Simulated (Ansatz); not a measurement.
**MoSe2: biaxial strain −2.23 %, plane normal [001], relaxed out of plane**

The reference is MoSe2 in the 2H-MoS2 type structure (space group P6_3/mmc, No. 194; a = 3.228 Å, c = 12.346 Å; layered, stacked along the Cartesian z axis). Axes: x lies along a and z along c of the hexagonal cell.

The change: compressive biaxial strain of 2.23 % in the plane normal to [001], as in epitaxy on a mismatched substrate; the out-of-plane cell vector and the atoms relax.

The values are results of PBEsol-D3(BJ) (Ansatz, a first-principles code; PAW; 420 eV plane waves; no spin-orbit coupling), earlier PAW set, not measurements. k-mesh 12×12×3 (Γ-centred); smearing 0.05 eV (Fermi–Dirac).

The volume per atom shrinks by 0.646 Å³, from 18.56 Å³ to 17.92 Å³ and the space group stays P6_3/mmc (No. 194). The shortest interatomic distance drops by 0.012 Å, from 2.503 Å to 2.491 Å and the band gap rises by 0.06 eV to 0.60 eV. The gap character remains indirect, Γ → K–Γ (47 % along) and the smallest direct gap shrinks by 0.19 eV (1.54 eV → 1.35 eV). The width of the top valence band drops by 0.23 eV to 1.30 eV and the hole mass goes from 2.1 mₑ along c, 0.63 mₑ across (at Γ) to 1.6 mₑ out of plane, 0.87 mₑ in plane (at Γ). The valence-band top at Γ (three highest levels, from the VBM) becomes 0.00, -0.59, -1.14 eV (base: 0.00, -0.52, -1.48 eV) and the out-of-plane strain amounts to +0.97 %. The ratio −ε⊥/ε∥ amounts to 0.44 and the mean in-plane stress (compression positive) comes out as +5.9 GPa.

Effective masses come from finite differences of ±0.01 Å⁻¹. Stability against distortions was not tested.
